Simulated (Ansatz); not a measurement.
Input and output of a zone-centre phonon calculation for Zr₃Au (Pm-3n, 8 atoms in the cell) (Ansatz, a program for electronic structure).

Level of theory: LDA (PW92), default PAW files made with PBE (plane waves; Ansatz).

```
CELL_PARAMETERS angstrom
      5.48050     0.00000     0.00000
      0.00000     5.48050     0.00000
      0.00000     0.00000     5.48050
ATOMIC_POSITIONS crystal
  Zr 0.50000 0.25000 0.00000
  Zr 0.50000 0.75000 0.00000
  Zr 0.25000 0.00000 0.50000
  Zr 0.75000 0.00000 0.50000
  Zr 0.00000 0.50000 0.25000
  Zr 0.00000 0.50000 0.75000
  Au 0.50000 0.50000 0.50000
  Au 0.00000 0.00000 0.00000
```

Reference input (self-consistent single point, DFT, LDA (PW92), plane waves, default PAW files made with PBE): basis.ecutwfc = 420 eV; kpoints.mp_grid.grid = 6 6 6; hamiltonian.xc = lda; hamiltonian.pseudopotentials = {kind: paw} (the program's default PAW files); scf.occupations.method = fermi_dirac; scf.occupations.width = 0.1 eV. This run's input differs from it in these lines:

```diff
@@ -23,6 +23,4 @@
   occupations: { method: fermi_dirac, width: 0.1 }
-output:
-  forces: true
-  eigenvalues: true
-  stress: true
+phonons:
+  method: dfpt
```

Output, abridged:

```
SCF iter   1: F=—  HF=-50198.092091 eV  |F-HF|=—  |Δ(HF+E_count)|=         —  Δρ=6.39e-3  dr2=2.54e-2  ethr=1.77e-3  ⟨swp⟩=4.4  Hψ=13068  notcnv=0
all-band conjugate gradients solve this SCF's bands
preconditioner: auto → Kerker (q_TF=auto, 2.551 Å⁻¹)
SCF iter   2: F=—  HF=-50198.092276 eV  |F-HF|=—  |Δ(HF+E_count)|=   1.86e-4  Δρ=3.62e-3  dr2=8.19e-3  ethr=2.31e-5  ⟨swp⟩=2.0  Hψ=5672  notcnv=0
   [... lines left out ...]
SCF iter   6: F=—  HF=-50198.091041 eV  |F-HF|=—  |Δ(HF+E_count)|=   2.99e-6  Δρ=9.12e-6  dr2=1.05e-7  ethr=1.70e-9  ⟨swp⟩=1.6  Hψ=4425  notcnv=0
SCF iter   7: F=—  HF=-50198.091041 eV  |F-HF|=—  |Δ(HF+E_count)|=   9.44e-9  Δρ=1.41e-6  dr2=2.77e-9  ethr=9.54e-11  ⟨swp⟩=2.0  Hψ=5323  notcnv=0
SCF iter   8: F=—  HF=-50198.091041 eV  |F-HF|=—  |Δ(HF+E_count)|=  1.96e-10  Δρ=2.05e-7  dr2=9.01e-11  ethr=2.52e-12  ⟨swp⟩=2.0  Hψ=6762  notcnv=0
SCF iter   9: F=-50198.091041 eV  HF=-50198.091041 eV  |F-HF|=2.91e-11  |Δ(HF+E_count)|=  7.28e-12  Δρ=6.11e-8  dr2=7.00e-12  ethr=1.00e-12  ⟨swp⟩=5.6  Hψ=17233  notcnv=0
SCF 1 converged in 9 iterations: F = -50198.091041 eV  dr2 = 7.00e-12
DFPT response loops at Γ: preconditioner auto → Kerker (q_TF=auto, 2.551 Å⁻¹) (partly filled bands, converged f_vac=0.000) …
the response loops of the zone centre start from zero, take more passes and end by a threshold …
Free energy (F): -50198.091041 eV
Internal energy: -50197.823599 eV  (E = F + TS)
E sigma→0 (E₀):  -50197.957320 eV
Entropy (-TS):   -0.267441 eV (-33.430 meV/atom)
Fermi energy:    15.770352 eV
   [... lines left out ...]
  ASR residual per site (eV/Å²): 4.87e-4 4.87e-4 4.87e-4 4.87e-4 4.87e-4 4.87e-4 6.11e-4 6.11e-4
  Γ frequencies (cm⁻¹): 0.00 0.00 0.00 83.03 83.03 83.03 97.75 97.75 97.75 111.75 111.75 111.75 120.04 120.04 120.04 122.03 122.03 122.03 157.66 157.66 157.66 225.09 228.45 228.45
  non-analytic LO–TO correction: not included (Born effective charges unavailable; polar crystals: no LO–TO splitting at Γ)
```

The run converged in 9 iterations. 

Summary of the result:
```
Quantity                                                                                                                                                      Result
--------------------------------------------------------  ----------------------------------------------------------------------------------------------------------
Free energy E − TS (on the zero of these files)                                                                                                       -50198.0910 eV
Fermi level (on the code's own zero)                                                                                                                        15.77 eV
Zone-centre frequencies (cm⁻¹; negative means imaginary)  0, 0, 0, 83, 83, 83, 98, 98, 98, 112, 112, 112, 120, 120, 120, 122, 122, 122, 158, 158, 158, 225, 228, 228
```

The starting cell comes from a database of computed structures (which also holds hypothetical and non-ambient phases and stackings), without a prior relaxation at this level. Its lattice was rescaled by up to half a per cent.

Cost on one core of a shared machine: roughly 10 min.

Keys are those of Ansatz 0.2.
